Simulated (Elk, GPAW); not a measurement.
A GPAW input for a self-consistent single point of SrAs2Ru2 (I4/mmm, 5 atoms in the cell) (DFT PBEsol, plane waves, GPAW PAW datasets PBEsol (made by gpaw-setup)):

```python
from ase import Atoms
from ase.units import GPa
from gpaw import GPAW, PW

atoms = Atoms(['Sr', 'As', 'As', 'Ru', 'Ru'],
              cell=[[-2.087405, 2.087405, 5.700480],
                    [2.087405, -2.087405, 5.700480],
                    [2.087405, 2.087405, -5.700480]],
              scaled_positions=[[0.000000, 0.000000, 0.000000],
                                [0.643220, 0.643220, 0.000000],
                                [0.356780, 0.356780, 0.000000],
                                [0.250000, 0.750000, 0.500000],
                                [0.750000, 0.250000, 0.500000]],
              pbc=True)

calc = GPAW(mode=PW(550),
            xc='PBEsol',
            kpts={'size': (6, 6, 6), 'gamma': True},
            occupations={'name': 'methfessel-paxton', 'width': 0.05, 'order': 0},
            nbands=-11,
            convergence={'forces': 0.001},
            symmetry={'symmorphic': False, 'tolerance': 0.0005},
            maxiter=120,
            txt='-')

atoms.calc = calc

energy = atoms.get_potential_energy()
print('Energy (eV):', round(energy, 6))
forces = atoms.get_forces()
print('Forces (eV/Ang):')
print(forces.round(5))
stress = atoms.get_stress()
print('Stress (GPa, Voigt):', (stress / GPa).round(4))
```

**Question.** Give the Elk input for the same structure, mesh, smearing and functional.

**Answer.** One input that does it (others would too):

```
tasks
  0

xctype
  22

rgkmax
  7.5

gmaxvr
  14.0

nxlo
  2

lorbcnd
  .true.

lmaxi
  3

stype
  0

swidth
  0.00183747

avec
   -3.9446237612    3.9446237612   10.7723459789
    3.9446237612   -3.9446237612   10.7723459789
    3.9446237612    3.9446237612  -10.7723459789

atoms
  3   : nspecies
  'Sr.in'   : spfname
  1   : natoms; atposl, bfcmt below
  0.0000000000  0.0000000000  0.0000000000    0.0 0.0 0.0
  'As.in'   : spfname
  2   : natoms; atposl, bfcmt below
  0.6432200000  0.6432200000  0.0000000000    0.0 0.0 0.0
  0.3567800000  0.3567800000  0.0000000000    0.0 0.0 0.0
  'Ru.in'   : spfname
  2   : natoms; atposl, bfcmt below
  0.2500000000  0.7500000000  0.5000000000    0.0 0.0 0.0
  0.7500000000  0.2500000000  0.5000000000    0.0 0.0 0.0

ngridk
  6 6 6
```

Basis, cutoffs, solver keys and any potentials are the target program's own. This input uses DFT, PBEsol, all-electron FP-LAPW, Elk's shipped species files, APW+lo basis with extra local orbitals.

The starting cell comes from a database of computed structures (which also holds hypothetical and non-ambient phases and stackings), without a prior relaxation at this level.
